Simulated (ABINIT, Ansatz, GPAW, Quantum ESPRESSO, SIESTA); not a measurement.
# Code comparison for Mg6SbMo (Amm2, 8 atoms in the cell)

Self-consistent single point, at a second geometry (lattice scaled by 0.98). First geometry:

```
Mg6SbMo
1.0
    5.00334     0.00000     0.00000
    0.00000     3.11246     5.26738
    0.00000    -3.11246     5.26738
Mg Sb Mo
6 1 1
Direct
  0.00000   0.32564   0.83724
  0.00000   0.83724   0.32564
  0.00000   0.33432   0.33432
  0.50000   0.15422   0.67426
  0.50000   0.67426   0.15422
  0.50000   0.16642   0.16642
  0.50000   0.67576   0.67576
  0.00000   0.83216   0.83216
```

Shared settings, as Ansatz (a program for electronic structure) writes them: kpoints.mp_grid.grid = 4 3 3; scf.occupations.method = gaussian; scf.occupations.width = 0.1 eV. Potentials and cutoffs stand in the table.

```
code                                                                                                                                      model  ΔF from the first geometry (meV/atom)  pressure (GPa)  largest force (eV/Å)       cutoff
----------------  -----------------------------------------------------------------------------------------------------------------------------  -------------------------------------  --------------  --------------------  -----------
ABINIT                                                                                       PBEsol, PAW (JTH v2.0 PBE PAW, files made for PBE)                                    2.9            2.19                 0.124        20 Ha
Ansatz                                                                                                          PBEsol, PAW files made with PBE                                    2.2            2.30                 0.118       420 eV
SIESTA            GGA PBEsol, numerical atomic orbitals DZP, PseudoDojo PBEsol standard norm-conserving potentials (rewritten from UPF to PSML)                                   23.0            5.52                 0.287  grid 400 Ry
Quantum ESPRESSO                                                          PBEsol, PseudoDojo standard norm-conserving (PBESOL) pseudopotentials                                    2.8            2.37                 0.122        85 Ry
GPAW                                                                                      PBEsol, GPAW PAW datasets PBEsol (made by gpaw-setup)                                    2.2            2.31                 0.116       800 eV
```

Size of the force on each atom (eV/Å): Sizes of forces hide their directions.

```
code                Mg1    Mg2    Mg3    Mg4    Mg5    Mg6    Sb7    Mo8
----------------  -----  -----  -----  -----  -----  -----  -----  -----
ABINIT            0.039  0.039  0.008  0.069  0.069  0.023  0.124  0.003
Ansatz            0.040  0.040  0.009  0.067  0.067  0.024  0.118  0.005
SIESTA            0.147  0.147  0.029  0.114  0.114  0.016  0.287  0.042
Quantum ESPRESSO  0.042  0.042  0.011  0.070  0.070  0.024  0.122  0.008
GPAW              0.045  0.045  0.007  0.071  0.071  0.024  0.116  0.020
```

On Ansatz's run: spin-orbit coupling is off. Spin polarisation is off.

The spread over the programs that give each value: ΔF from the first geometry within 20.8 meV/atom; pressure within 3.33 GPa; largest force within 0.171 eV/Å.

SIESTA uses small atom-centred bases, whose incompleteness enters pressures, forces and empty levels differently from a plane-wave cutoff. Ansatz's pressure is given at a fixed set of plane waves, as the other plane-wave codes print theirs. In the pressure, SIESTA (by 3.21) lies more than 1 GPa from the median of the plane-wave programs. In the force vectors, SIESTA (by 0.167) lies more than 0.08 eV/Å from the median of the plane-wave programs.

The shared mesh is coarse (it stands for a supercell whose shortest vector is 18 Å), so the values are not converged in it.

The starting cell comes from a database of computed structures (which also holds hypothetical and non-ambient phases and stackings), without a prior relaxation at this level. For this run, on top of that: lattice scaled by 0.98.

Left out of this page: CP2K (unsound by tests on forces, stress, charge or solver warnings); Elk (not drawn, or without a comparable value).

Keys are those of Ansatz 0.2.
